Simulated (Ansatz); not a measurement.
Input:

```
Cd
1.0
    3.09002     0.00000     0.00000
   -1.54501     2.67604     0.00000
    0.00000     0.00000     5.87409
Cd
2
Direct
  0.66667   0.33333   0.75000
  0.33333   0.66667   0.25000
```

No spin polarisation.

The values are results of Ansatz (a quantum-chemistry and plane-wave program) PBE, no SOC, not measurements. Settings: 22×22×10 k-points, 0.1 eV Fermi–Dirac smearing.

### Question
Estimate the band gap.

### Answer
Zero.

### Question
What pressure (mean of the normal stresses, compression positive) does the calculation give?

### Answer
-2.1 GPa.

The cells carry an imposed strain or load. No phonon test of stability was made. The cell was made from Cd in the hcp (Mg type) structure (space group P6_3/mmc, No. 194) by this change: isotropic strain +2.00 %.
